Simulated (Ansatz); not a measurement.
Structures of equal composition on the (111) surface of fcc Pt: a layer of Sc in place of the second plane; a layer of Sc in place of the third plane. The slabs share one bottom face, and each structure is named by its start. These are constructed structures in small cells; real faces may alloy, dewet or reconstruct in larger ones, and not all known structures of the face are among them. Slabs of about 11 Å with all that they carry, Fermi-Dirac smearing of 0.1 eV. Bottom of the slabs: a bare face, its two planes held. Relaxed from the named starts with such symmetry as they have, on meshes of like density; energies extrapolated to zero smearing; no spin-orbit coupling, no U. Spin-polarised runs, if any, are marked in brackets, and their order is one that fits the cell; the others ran without spin.

Level of theory: PBE (plane waves to 420 eV, PAW; Ansatz, a first-principles code).

**Question.** Put the candidates in order of energy per 1x1 cell, lowest first, for PBE.

**Answer.** a layer of Sc in place of the second plane (0.000 eV), a layer of Sc in place of the third plane (0.284 eV)
